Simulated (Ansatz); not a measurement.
The starting structures come from a database of crystals and need not be the phases stable at ambient conditions.

Inside the gap of an insulator the Bloch states are evanescent, with a wavenumber k + iκ along the transport direction.

Data:

```xyz
7
Lattice="6.0327 0.0000 0.0000 0.0000 11.9053 0.0000 3.0163 5.9527 3.0163" Properties=species:S:1:pos:R:3 pbc="T T T"
Al     3.0163     2.9763     0.0000
Al     0.0000     5.9527     0.0000
Zn     0.0000     0.0000     0.0000
Te     7.4853    13.4756     1.5913
Te     4.6076     4.3823     1.5637
Te     1.5637     7.5230     1.4250
Te     4.4414    10.3350     1.4526
```

Space group of this cell: I-4. The cell is taken as given.

Transport runs along the normal of the first two printed cell vectors, the (100) plane of the conventional cell.

No gap correction and no spin-orbit coupling; mid-gap values are interpolated between computed energies.

### Question
State the band gap and the smallest decay constant κ at mid-gap according to r2SCAN run with Ansatz (an electronic-structure program).

### Answer
Gap 2.14 eV on a 10×10×10 mesh; κ = 0.158 1/Å, at the zone centre.
